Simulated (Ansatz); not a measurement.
Base system: BAs in the zinc blende structure (space group F-43m, No. 216; a = 4.784 Å). Axes: x, y, z lie along the cube axes.

Level of theory: Kohn–Sham DFT with the r2SCAN functional, run in Ansatz (an electronic-structure program) with PAW and 500 eV plane waves, no spin-orbit coupling.

Before the change:

```
Quantity                             Value
---------------------  -------------------
Band gap                           1.38 eV
Valence-band top at Γ  0.00, 0.00, 0.00 eV
```

One thing is altered: tensor shear ε_xy = +0.57 % (engineering shear γ = 0.0114), atoms relaxed at fixed cell.

### Question
Predict the new energy relative to the base, band gap and valence-band top at Γ.

### Answer
The energy goes up by 0.9 meV/atom; the band gap shrinks by 0.06 eV (1.38 eV → 1.32 eV); the valence-band top at Γ (three highest levels, from the VBM) changes from 0.00, 0.00, 0.00 eV to 0.00, -0.05, -0.09 eV.

The cells carry an imposed strain or load. No phonon test of stability was made.
